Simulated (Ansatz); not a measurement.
Take GaAs in the zinc blende structure (space group F-43m, No. 216; a = 5.6656 Å) as the base. Axes: x, y, z lie along the cube axes.

Modification: uniaxial stress, 3 GPa compression along x, with the cell and atoms free to relax against it.

Levels (all Ansatz, a quantum-chemistry and plane-wave program, PAW, earlier PAW set): r2SCAN (500 eV, scalar-relativistic without spin-orbit coupling); HSE06+SOC (420 eV, noncollinear with spin-orbit coupling).

The geometry is relaxed with r2SCAN.

r2SCAN band gap: 0.88 eV
r2SCAN valence-band top at Γ: 0.00, -0.27, -0.27 eV

Predict the band gap and valence-band top at Γ from HSE06+SOC.

The band gap increases by 0.34 eV to 1.22 eV; the valence-band top at Γ (three highest Kramers pairs, from the VBM) changes from 0.00, -0.27, -0.27 eV to 0.00, -0.22, -0.53 eV.

Single points use the geometry relaxed with r2SCAN. The spin-orbit shifts are approximate. Load acts through the strain it causes; cell and atoms are relaxed under it. Beyond what the load breaks, stability against distortions was not tested.
